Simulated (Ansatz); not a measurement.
The starting structures come from a database of crystals and need not be the phases stable at ambient conditions.

The decay constant κ of evanescent states in the gap governs leakage through a thin film.

Data:

```yaml
crystal:
  lattice:
    - [3.92382, 0.00000, 0.00000]
    - [0.00000, 3.92382, 0.00000]
    - [0.00000, 0.00000, 5.51072]
  atoms:
    - { symbol: Zn, position: [0.00000, 0.00000, 0.00000] }
    - { symbol: Sn, position: [0.50000, 0.50000, 0.50000] }
    - { symbol: P, position: [0.00000, 0.50000, 0.22706] }
    - { symbol: P, position: [0.50000, 0.00000, 0.77294] }
```

Space group of this cell: P-4m2. The cell is strained (all lengths scaled by 0.98); by r2SCAN its mean pressure is 5.4 GPa.

Transport runs along the normal of the first two printed cell vectors, the (001) plane of the conventional cell.

The gap is the functional's own, uncorrected, and κ follows it; spin-orbit coupling is left out. Mid-gap values are interpolated between the computed energies.

Question: State the band gap and the smallest decay constant κ at mid-gap according to r2SCAN (Ansatz, a quantum-chemistry and plane-wave program).

Answer: Gap 1.05 eV on a 8×8×6 mesh; κ = 0.101 1/Å, at the zone centre.
